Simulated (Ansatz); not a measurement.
Cu$_{3}$Sn (space group P6_3/mmc, No. 194; a cell from a computed database, its experimental status unchecked)

```yaml
crystal:
  lattice:
    - [5.51194, 0.00000, 0.00000]
    - [-2.75597, 4.77348, 0.00000]
    - [0.00000, 0.00000, 4.27678]
  atoms:
    - { symbol: Cu, position: [0.15543, 0.84457, 0.75000] }
    - { symbol: Cu, position: [0.84457, 0.15543, 0.25000] }
    - { symbol: Cu, position: [0.31085, 0.15543, 0.25000] }
    - { symbol: Cu, position: [0.68915, 0.84457, 0.75000] }
    - { symbol: Cu, position: [0.15543, 0.31085, 0.75000] }
    - { symbol: Cu, position: [0.84457, 0.68915, 0.25000] }
    - { symbol: Sn, position: [0.33333, 0.66667, 0.25000] }
    - { symbol: Sn, position: [0.66667, 0.33333, 0.75000] }
```

Calculations: r2SCAN (Ansatz, a first-principles code, PAW, without spin-orbit coupling), earlier PAW set. k-mesh 10×10×11 (Γ-centred); smearing 0.05 eV (Fermi–Dirac).

```yaml
volume_per_atom: 14.07 Å³
density: 9.13 g/cm³
band_gap: zero
total_energy: -6483.088 eV/atom (σ→0; compares only within this code and set-up)
```

No phonon test of stability was made. The final runs are not spin-polarised.
